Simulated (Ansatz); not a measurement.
Point defect Ag interstitial in beta Si3N4

All values below come from PBE, PAW (plane waves to 420 eV; Ansatz, a first-principles code). Cell: 84 sites, 1×1×3; final energies on a 2×2×2 shifted mesh. Site at the start: void with 6N6Si nearest. Finite-size correction: monopole term and site-potential alignment. Dielectric constants: PBE linear response of the host. Host gap at this level: 4.25 eV. These values are not converged in cell size to better than tenths of an eV. PBE underestimates the host's gap, which shifts levels and can delocalise carriers. Spin–orbit coupling is left out. Each state is the lowest found from its start.

The name describes the start; the neighbours show where the added atom ended.

```csv
charge,moment (μB),largest move off a lattice site (Å),neighbours of the added atom at the end (Å),image correction with alignment (eV)
+1,not spin-polarised,0.07,"N 2.40, N 2.41, N 2.41",0.63
0,1.0,0.14,"N 2.55, N 2.55, N 2.56, Si 2.71, Si 2.72, Si 2.73",0.00
```

Transition levels above the valence-band maximum: ε(+1/0) = 3.27 eV. On the lower envelope of the bound states, inside the gap: (+1/0) at 3.27 eV.

Flagged in the runs: a host whose relaxation on this sampling wasn't shown to rest.
